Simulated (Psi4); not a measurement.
Psi4 1.11, WB97X/def2-svpd: Ga(Br)2 ([Br][Ga+][Br]), charge +1, multiplicity 1, 3 atoms. The geometry is a generated start, not checked to be a minimum at this level.

| Item | Value |
|---|---|
| task | energy |
| method | wb97x |
| basis | def2-svpd |
| memory | 3 GB |
| maxiter | 100 |
| keys of the molecule block | symmetry c1 |
| scf_type | df (default) |
| e_convergence | 1e-06 (default) |
| d_convergence | 1e-06 (default) |
| dft_radial_points | 75 (default) |
| dft_spherical_points | 302 (default) |
| basis functions | 120 |
| grid points | 65414 |

```xyz
3

Ga    -0.0030     0.0008    -0.0035
Br    -0.1748     1.8053    -1.4005
Br     0.1778    -1.8062     1.4040
```

Charge 1 and multiplicity 1 are set for this test and not shown to be the ground state.

With the defaults (diis = true, scf_initial_accelerator = adiis, damping_percentage = 0, guess = auto, which took SAD, soscf = false, soscf_start_convergence = 0.01, diis_max_vecs = 10) it converges in 9 SCF iterations. One run each on 2 threads, with these changes:
- guess = sap
- diis = false, scf_initial_accelerator = none, damping_percentage = 60
- guess = huckel
- guess = gwh
- scf_initial_accelerator = none
- diis_max_vecs = 3
- soscf = true, soscf_start_convergence = 0.1
- guess = sadno
- soscf = true

Problem. Which of these changes keep the SCF from converging, or lead it to another solution?

Solution. No convergence: diis = false, scf_initial_accelerator = none, damping_percentage = 60 (the run ends without SCF convergence in 100 iterations). The rest reach the solution of the defaults.

| setting | SCF iterations | JK calls | end |
|---|---|---|---|
| soscf = true, soscf_start_convergence = 0.1 | 6 | 22 | same solution |
| soscf = true | 7 | 23 | same solution |
| guess = sap | 8 | 8 | same solution |
| the defaults | 9 | 10 | same solution |
| guess = huckel | 9 | 24 | same solution |
| scf_initial_accelerator = none | 9 | 10 | same solution |
| guess = sadno | 9 | 9 | same solution |
| diis_max_vecs = 3 | 10 | 11 | same solution |
| guess = gwh | 12 | 12 | same solution |
| diis = false, scf_initial_accelerator = none, damping_percentage = 60 | 100 | 101 | no convergence |

An SOSCF iteration holds several JK calls; a Hückel guess adds calls on atoms. 1 further run of the study ended by our limits or in an error and is left out.
